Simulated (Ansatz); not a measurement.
## BP (model structure, started from the GeS type, Pnma, No. 62, 8 atoms in the cell): properties by level of theory

| level (code) | cohesive energy (eV/atom) | band gap (eV) |
|---|---|---|
| LDA (Ansatz) | 5.93 | ___ |
| PBE (Ansatz) | 5.03 | 0.69 |
| PBE-D3(BJ) (Ansatz) | ___ | 0.68 |

**Question.** Fill in the missing entries.

**Answer.** 
- LDA (Ansatz, a quantum-chemistry and plane-wave program), band gap (eV): 0.62
- PBE-D3(BJ) (Ansatz), cohesive energy (eV/atom): 5.30

Computed values are for a static lattice.  Each level is taken at its own relaxed cell. Ansatz's density-functional and Hartree–Fock values are scalar-relativistic unless marked +SOC, with PAW data made under PBE.

Ansatz's density-functional and Hartree–Fock values are scalar-relativistic unless marked +SOC, with PAW data made under PBE.

Unless a cell is named, each level is at its own relaxed cell (LDA 13.20, PBE 13.72, PBE-D3(BJ) 13.37 Å³/atom).

Computed values are for the static lattice.

A model structure was made by putting elements into a prototype or built by hand; it is no filed structure, need not be a known phase, and can be a saddle point held by its symmetry.
